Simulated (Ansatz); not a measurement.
The reference is ZnCu$_{2}$SnS$_{4}$ (space group I-4, No. 82; a = 5.468 Å, c = 10.935 Å).

Method: DFT with PBE, PAW potentials and a 420 eV plane-wave cutoff in Ansatz (an electronic-structure program), no spin-orbit coupling.

One change was made to it. Results:

The shortest interatomic distance falls by 0.010 Å, from 2.317 Å to 2.307 Å; the density grows by 0.06 g/cm³, from 4.46 g/cm³ to 4.52 g/cm³.

### Question
Which of these changes matches the shifts?
(A) pressure 4.5 GPa
(B) pressure 0.9 GPa
(C) pressure 2.1 GPa

### Answer
B, pressure 0.9 GPa. For comparison, the shortest interatomic distance in the other runs: pressure 4.5 GPa gives 2.270 Å; pressure 2.1 GPa gives 2.293 Å.

Load acts through the strain it causes; cell and atoms are relaxed under it. No phonon test of stability was made. All final runs are without spin polarisation.
